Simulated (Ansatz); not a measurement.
# Response to strain in CdTe

Take CdTe in the zinc blende structure (space group F-43m, No. 216; a = 6.5576 Å) as the base. Axes: x, y, z lie along the cube axes.

Strains are applied to the cell and any free atomic positions relax.

Computed with plane-wave PAW DFT at the r2SCAN level (Ansatz, a first-principles code, 500 eV), no spin-orbit coupling.

Notes on the quantities. hole mass: degenerate bands, along [100].

```csv
change,band gap,volume per atom,electron mass,hole mass,pressure
base,1.17 eV,35.25 Å³,0.090 mₑ (at Γ),"0.092, 0.55, 0.55 mₑ (at Γ)",0.00 GPa
isotropic strain −2.67 %,1.43 eV,32.50 Å³,0.10 mₑ (at Γ),"0.10, 0.48, 0.48 mₑ (at Γ)",3.95 GPa
isotropic strain −0.25 %,1.19 eV,34.99 Å³,0.091 mₑ (at Γ),"0.093, 0.54, 0.54 mₑ (at Γ)",0.31 GPa
isotropic strain −0.15 %,1.18 eV,35.09 Å³,0.090 mₑ (at Γ),"0.093, 0.54, 0.54 mₑ (at Γ)",0.18 GPa
uniaxial strain ε_yy = −5.68 %,1.23 eV,33.25 Å³,0.097 mₑ (at Γ),"0.099 mₑ along y, 0.48 mₑ across (at Γ)",2.63 GPa
tensor shear ε_yz = −1.66 %,1.07 eV,35.24 Å³,–,–,0.00 GPa
```

With Te present, leaving out spin-orbit coupling can change the band edges. Masses are band curvatures over ±0.01 Å⁻¹ around the edge. Stability against distortions was not tested.
